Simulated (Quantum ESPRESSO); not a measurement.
Quantum ESPRESSO run on Ba (Im-3m, 1 atom in the cell): self-consistent single point.

Computed with PBE, SSSP 1.1.2 efficiency (PBE) pseudopotentials (plane waves; Quantum ESPRESSO 7.5).

```yaml
crystal:
  lattice:
    - [-2.47235, 2.47235, 2.47235]
    - [2.47235, -2.47235, 2.47235]
    - [2.47235, 2.47235, -2.47235]
  atoms:
    - { symbol: Ba, position: [0.00000, 0.00000, 0.00000] }
```

Reference input (self-consistent single point, DFT, PBE, plane waves, SSSP 1.1.2 efficiency (PBE) pseudopotentials): ecutwfc = 45 Ry; ecutrho = 360 Ry; occupations = smearing; smearing = marzari-vanderbilt; degauss = 0.0099958 Ry; potentials = {Ba: Ba.pbe-spn-kjpaw_psl.1.0.0.UPF}; K_POINTS = automatic 6 6 6 0 0 0; conv_thr = 1e-08 Ry; mixing_beta = 0.3. This run's input differs from it in these lines:

```diff
@@ -16,3 +16,3 @@
   smearing = 'marzari-vanderbilt'
-  degauss = 0.0099958
+  degauss = 0.0073499
 /
@@ -27,3 +27,3 @@
 K_POINTS automatic
-6 6 6  0 0 0
+8 8 8  0 0 0
 CELL_PARAMETERS angstrom
```

Log, with long lists cut:

```
     Self-consistent Calculation

     iteration #  1     ecut=    45.00 Ry     beta= 0.30

     Threshold (ethr) on eigenvalues was too large:
     Diagonalizing with lowered threshold

     total energy              =    -436.18065496 Ry
     estimated scf accuracy    <       0.00082694 Ry

     iteration #  2     ecut=    45.00 Ry     beta= 0.30

     total energy              =    -436.18086485 Ry
     estimated scf accuracy    <       0.00041213 Ry

     iteration #  3     ecut=    45.00 Ry     beta= 0.30

     total energy              =    -436.18090681 Ry
     estimated scf accuracy    <       0.00001295 Ry

   [... 7 blocks of this kind left out ...]

     iteration # 11     ecut=    45.00 Ry     beta= 0.30

     total energy              =    -436.18091186 Ry
     estimated scf accuracy    <       0.00000002 Ry

     iteration # 12     ecut=    45.00 Ry     beta= 0.30
     End of self-consistent calculation

     the Fermi energy is     6.1073 ev

!    total energy              =    -436.18091187 Ry
     estimated scf accuracy    <          3.3E-09 Ry
     smearing contrib. (-TS)   =       0.00010267 Ry
     internal energy E=F+TS    =    -436.18101454 Ry

     convergence has been achieved in  12 iterations

     Forces acting on atoms (cartesian axes, Ry/au):

     atom    1 type  1   force =     0.00000000    0.00000000    0.00000000

     Total force =     0.000000     Total SCF correction =     0.000000

          total   stress  (Ry/bohr**3)                   (kbar)     P=        4.17
   0.00002837   0.00000000   0.00000000            4.17        0.00        0.00
   0.00000000   0.00002837   0.00000000            0.00        4.17        0.00
   0.00000000   0.00000000   0.00002837            0.00        0.00        4.17

   JOB DONE.
```

The run converged in 12 iterations. Against the reference run the free energy drops by 13.5 meV/atom and the pressure goes from 0.56 to 0.42 GPa.

The starting cell has typed, rounded lattice constants, without a prior relaxation at this level. Its lattice was rescaled by a random factor within 2.5 % of one.
